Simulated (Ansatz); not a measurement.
Take CdS in the zinc blende structure (space group F-43m, No. 216; a = 5.8242 Å) as the base. Axes: x, y, z lie along the cube axes.

All numbers come from Ansatz (a quantum-chemistry and plane-wave program), PBEsol, PAW, cutoff 420 eV, no spin-orbit coupling.

Strains are applied to the cell and any free atomic positions relax.

One change was made to it. Results:

| quantity | base | after |
|---|---|---|
| shortest interatomic distance | 252.2 pm | 251.9 pm |
| band gap | 1.01 eV | 0.94 eV |
| valence-band top at Γ (three highest levels, from the VBM) | 0.00, 0.00, 0.00 eV | 0.00, -0.07, -0.13 eV |
| energy relative to the base (free energy F) | 0 meV/atom | +2.4 meV/atom |

Question: Which of these changes matches the shifts?
A. tensor shear ε_xy = +0.57 %
B. tensor shear ε_xy = +1.71 %
C. tensor shear ε_xy = +1.14 %
D. tensor shear ε_xy = +0.86 %

Answer: B, tensor shear ε_xy = +1.71 %. For comparison, the valence-band top at Γ in the other runs: tensor shear ε_xy = +1.14 % gives 0.00, -0.05, -0.09 eV; tensor shear ε_xy = +0.86 % gives 0.00, -0.03, -0.07 eV; tensor shear ε_xy = +0.57 % gives 0.00, -0.02, -0.04 eV.

Stability against distortions was not tested.
